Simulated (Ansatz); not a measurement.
SnO, pressure series

Consider SnO in the litharge type structure (space group P4/nmm, No. 129; a = 3.837 Å, c = 4.759 Å; layered, stacked along the Cartesian z axis).

Cell and atoms are relaxed at each pressure.

Levels (all Ansatz, a quantum-chemistry and plane-wave program, PAW): PBE-D3(BJ) (420 eV, scalar-relativistic without spin-orbit coupling); r2SCAN+rVV10 (500 eV, no SOC).

The base cell above is that of PBE-D3(BJ); each level relaxes its own structures.

```
case               volume per atom, PBE-D3(BJ)  volume per atom, r2SCAN+rVV10
-----------------  ---------------------------  -----------------------------
pressure −2 GPa                       19.17 Å³                       19.01 Å³
pressure −1 GPa                       18.14 Å³                       17.75 Å³
pressure 0.9 GPa                      17.09 Å³                              ?
pressure 2.1 GPa                      16.62 Å³                              ?
pressure 4.5 GPa                      15.89 Å³                       15.59 Å³
pressure 9 GPa                        14.98 Å³                              ?
pressure 15 GPa                       14.16 Å³                       13.97 Å³
pressure 22.5 GPa                     13.40 Å³                              ?
pressure 30 GPa                       12.83 Å³                       12.75 Å³
```

Problem. Some entries are withheld; estimate them.

Solution. 
- pressure 0.9 GPa, volume per atom, r2SCAN+rVV10: 16.71 Å³
- pressure 2.1 GPa, volume per atom, r2SCAN+rVV10: 16.28 Å³
- pressure 9 GPa, volume per atom, r2SCAN+rVV10: 14.75 Å³
- pressure 22.5 GPa, volume per atom, r2SCAN+rVV10: 13.27 Å³

PBE-D3(BJ) lies above r2SCAN+rVV10 in every row, by 0.08 Å³ to 0.39 Å³. They put the cases in the same order.

A case with no gap was solved on a k-mesh chosen for an insulator, which is coarse for it. Load acts through the strain it causes; cell and atoms are relaxed under it. Whether these cells are dynamically stable was not tested. No other phases were tried under pressure. All final runs are without spin polarisation.
